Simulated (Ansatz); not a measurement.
Start from MoS₂ in the 2H-MoS2 type structure (space group P6_3/mmc, No. 194; a = 3.149 Å, c = 12.091 Å; layered, stacked along the Cartesian z axis). Axes: x lies along a and z along c of the hexagonal cell.

(Cell as relaxed with PBE-D3(BJ).)

Levels (all Ansatz, a first-principles code, PAW, earlier PAW set): PBE-D3(BJ) (420 eV, without spin-orbit coupling); r2SCAN+rVV10 (500 eV, no SOC).

Each level relaxes its own structure.

| base | PBE-D3(BJ) | r2SCAN+rVV10 |
|---|---|---|
| volume per atom | 17.31 Å³ | 18.08 Å³ |
| lattice parameter a | 3.149 Å | 3.173 Å |
| band gap | 0.78 eV | 1.01 eV |

One thing is altered: compressive biaxial strain of 4.47 % in the plane normal to [001], as in epitaxy on a mismatched substrate; the out-of-plane cell vector and the atoms relax.

| quantity | PBE-D3(BJ) | r2SCAN+rVV10 |
|---|---|---|
| ratio −ε⊥/ε∥ | 0.36 | 0.46 |
| smallest direct gap | 1.87 eV | 2.23 eV |
| valence-band top at Γ (three highest levels, from the VBM) | 0.00, -1.16, -1.29 eV | 0.00, -1.31, -1.40 eV |

PBE-D3(BJ)'s ratio −ε⊥/ε∥ lies 0.10 below r2SCAN+rVV10's; PBE-D3(BJ)'s smallest direct gap lies 0.36 eV below r2SCAN+rVV10's. Neither level is exact; r2SCAN+rVV10 is the comparison here, not a measurement.

Semilocal Kohn–Sham gaps tend to fall short of experiment. No phonon test of stability was made.
